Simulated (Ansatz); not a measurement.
InP: response to strain

Start from InP in the zinc blende structure (space group F-43m, No. 216; a = 5.878 Å). Axes: x, y, z lie along the cube axes.

Strains are applied to the cell and any free atomic positions relax; under biaxial strain the out-of-plane vector relaxes too.

Method: PBEsol/PAW in Ansatz (a program for electronic structure), no SOC.

Notes on the quantities. pressure: mean of the normal stresses, compression positive.

| change | band gap | pressure | shortest interatomic distance |
|---|---|---|---|
| base | 0.57 eV | 0.0 kbar | 4.810 bohr |
| biaxial strain −3.00 %, plane normal [001], relaxed out of plane | 0.59 eV | … | 4.768 bohr |
| biaxial strain −2.50 %, plane normal [001], relaxed out of plane | 0.59 eV | … | 4.775 bohr |
| biaxial strain −2.00 %, plane normal [001], relaxed out of plane | 0.59 eV | 12.6 kbar | 4.782 bohr |
| biaxial strain −1.50 %, plane normal [001], relaxed out of plane | 0.59 eV | 9.3 kbar | 4.789 bohr |
| biaxial strain −1.00 %, plane normal [001], relaxed out of plane | 0.58 eV | 6.1 kbar | … |
| biaxial strain +1.00 %, plane normal [001], relaxed out of plane | … | -5.8 kbar | 4.825 bohr |
| biaxial strain +1.50 %, plane normal [001], relaxed out of plane | 0.40 eV | -8.5 kbar | 4.832 bohr |
| biaxial strain +2.00 %, plane normal [001], relaxed out of plane | 0.35 eV | -11.1 kbar | 4.839 bohr |
| biaxial strain +2.50 %, plane normal [001], relaxed out of plane | 0.30 eV | -13.7 kbar | 4.846 bohr |

Some entries are withheld; estimate them.


- biaxial strain −3.00 %, plane normal [001], relaxed out of plane, pressure: 19.5 kbar
- biaxial strain −2.50 %, plane normal [001], relaxed out of plane, pressure: 16.0 kbar
- biaxial strain −1.00 %, plane normal [001], relaxed out of plane, shortest interatomic distance: 4.796 bohr
- biaxial strain +1.00 %, plane normal [001], relaxed out of plane, band gap: 0.46 eV

Stability against distortions was not tested.
